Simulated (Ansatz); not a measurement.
Start from ZrO₂ (space group P2_1/c, No. 14).

```
ZrO2
1.0
    5.18987     0.00000     0.00000
    0.00000     5.24188     0.00000
   -0.90466     0.00000     5.30184
Zr O
4 8
Cartesian
  1.24116   0.22954   1.11349
  3.49637   2.85048   1.53743
  3.04404   5.01234   4.18835
  0.78883   2.39140   3.76440
  0.02050   1.71042   1.85589
  4.71704   4.33136   0.79503
  4.26471   3.53145   3.44595
 -0.43183   0.91051   4.50680
  1.91044   3.96675   2.52112
  2.82710   1.34581   0.12980
  2.37477   1.27513   2.78072
  1.45810   3.89607   5.17203
```

Cartesian axes are those of the cell as printed.

The values are results of PBE, PAW, 420 eV (Ansatz, a program for electronic structure; spin-orbit coupling left out), not measurements.

Base values:

| Item | Value |
|---|---|
| Band gap | 3.65 eV |
| Valence-band top at Γ | 0.00, -0.19, -0.55 eV |
| Volume per atom | 12.02 Å³ |

Perturbation: tensile biaxial strain of 0.44 % in the plane normal to [001], as in epitaxy on a mismatched substrate; the out-of-plane cell vector and the atoms relax.

Problem. Predict the new energy relative to the base, band gap, valence-band top at Γ and volume per atom.

Solution. The energy increases by 0.5 meV/atom; the band gap falls by 0.03 eV, from 3.65 eV to 3.62 eV; the valence-band top at Γ (three highest levels, from the VBM) becomes 0.00, -0.21, -0.58 eV (base: 0.00, -0.19, -0.55 eV); the volume per atom increases by 0.06 Å³ to 12.08 Å³.

No phonon test of stability was made.
